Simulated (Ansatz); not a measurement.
Results of HSE06 (plane waves, PAW; Ansatz, a first-principles code) for PdGeS3 (C2/m, No. 12, 10 atoms in the cell; start mp-541785).

Run with plane-wave cutoff 460 eV, 6×6×4 k mesh (along the axes of the cell as run), Fermi–Dirac smearing 0.01 eV, scalar-relativistic PAW data made under PBE.

Cell (relaxed with PBE-D3(BJ)):

Space group C2/m (No. 12); a = 14.0908 Å, b = 3.4784 Å, c = 8.9516 Å, α = 90.00°, β = 106.92°, γ = 90.00°

```json
[
 {"atom": "Ge", "site": "4i", "symmetry": "m", "x": "0.0863", "y": "0.0000", "z": "0.3136"},
 {"atom": "Pd", "site": "4i", "symmetry": "m", "x": "0.3855", "y": "0.0000", "z": "0.0278"},
 {"atom": "S", "site": "4i", "symmetry": "m", "x": "0.3696", "y": "0.0000", "z": "0.5222"},
 {"atom": "S", "site": "4i", "symmetry": "m", "x": "0.1794", "y": "0.0000", "z": "0.1473"},
 {"atom": "S", "site": "4i", "symmetry": "m", "x": "0.0796", "y": "0.0000", "z": "0.7904"}
]
```
(The calculation used a cell of 10 atoms; values per cell refer to that cell.)

Task: Estimate the band gap, smallest direct gap on the k points sampled and direct gap at Γ that the calculation returns.

Result: 
band gap: 2.12 eV
smallest direct gap on the k points sampled: 2.38 eV
direct gap at Γ: 3.03 eV

Note: cell and atoms aren't relaxed at this level (largest force component 0.50 eV/Å).

Spin–orbit coupling is not included.

Cost on a shared machine: very roughly 22 core-minutes.

A start named mp-… is a Materials Project structure, which need not be a measured phase.
